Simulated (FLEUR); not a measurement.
```yaml
crystal:
  lattice:
    - [0.00000, 2.75370, 2.75370]
    - [2.75370, 0.00000, 2.75370]
    - [2.75370, 2.75370, 0.00000]
  atoms:
    - { symbol: Yb, position: [0.00000, 0.00000, 0.00000] }
```

Level of theory: PBE, all-electron FLAPW (FLEUR), scalar-relativistic valence in FLEUR.

The set-up and first iterations of a FLEUR log for Yb (Fm-3m, 1 atom in the cell):

```
      Welcome to FLEUR        (www.flapw.de)
      MaX-Release 8.1          (www.max-centre.eu)

 ========== k-point set info ==========
 Selected k-point list: default-1
 k-point list type: mesh
 4 x 4 x 4
 Number of k points: 8

 ------------Calculation Setup---------------------------
           1           2           4           8
 Number of basis functions:          274
 Iteration:     1   Distance:      67.52591266 me/bohr^3
 Iteration:     2   Distance:      12.61859211 me/bohr^3
 Iteration:     3   Distance:       9.74372649 me/bohr^3
 Iteration:     4   Distance:      13.05383117 me/bohr^3
 Iteration:     5   Distance:      12.20237103 me/bohr^3
```

Q: How does the run end?

A: The run ended unconverged after 100 iterations. It gives no final result for the task that was set. The log goes on:

```
   [... 91 lines left out ...]
 Iteration:    97   Distance:       0.00084294 me/bohr^3
 Iteration:    98   Distance:       0.00084178 me/bohr^3
 Iteration:    99   Distance:       0.00082514 me/bohr^3
 Iteration:   100   Distance:       0.00083174 me/bohr^3
 Run finished successfully
 Stop message:
   all done

[file out, last iteration]
             iter=    100
[...]
          total density-effective poten   -2.4250346884E+04
          total charge density-energy d   -2.9466138210E+02
 Updated energy parameters for spin:           1
[...]
 fermi energy and band-weighting factors:
    0.354408    0.513208    0.601089

[...]
FERMIE:
          first approx. to ef    (T=0)  :   0.189214 htr   (energy of the highest occ. eigenvalue)
          number of occ. states  (T=0)  :         96
          first approx. to seigv (T=0)  :  -4.946010 htr
          sum of weights of occ. states :  12.000000
          sum of semicore charge        :   0.000000 e
FERHIS:  Fermi-Energy by histogram:
          bandgap                     :   0.001107 htr
          charge neutrality (T=0)     :   0.000000    (zero if the highest occ. eigenvalue is "entirely" occupied)
     EF_NEWTON:  Adjust Fermi-Energy by Newton-Method.
   [... lines left out ...]
 Direct bandgap for spin            1 :    1.4653201873940092E-002  Htr
 ---->    free energy=                    -14075.9322145096 htr
   [... lines left out ...]
 ***** TOTAL FORCES ON ATOMS *****
 TOTAL FORCE FOR ATOM TYPE=  1  X=  0.000   Y=  0.000   Z=  0.000
                       FX_TOT= 0.000000 FY_TOT= 0.000000 FZ_TOT= 0.000000
No new postions, force convergence required= 0.00001; max force distance= 0.00000
---->    distance of charge densities for spin  1                 it=  100:     0.000832 me/bohr**3
GENERALIZED ANDERSON MIXING: alpha=   0.05000 History-length=21
     ******* it=100  is completed********
```

The starting cell has typed, rounded lattice constants, without a prior relaxation at this level. Its lattice was rescaled by up to half a per cent. Spin-orbit coupling is off. Values depend on the basis (sphere radii, cutoffs, local orbitals), which need not be converged.

The run was DFT, PBE, all-electron FLAPW (FLEUR), scalar-relativistic valence. Main settings of its input:

| key | value |
|---|---|
| Kmax | 3.8 1/bohr |
| GmaxXC | 11.4 1/bohr |
| xcFunctional | pbe |
| jspins | 1 |
| l_soc | F |
| mode | hist |
| fermiSmearingEnergy | 0.00183747 Htr |
| mesh (inpgen div1-3) | 4 4 4 |
| inpgen gamma flag | true |
| Gmax | 11.4 1/bohr |
| numbands | 0 |
| maxIterBroyd | 40 |
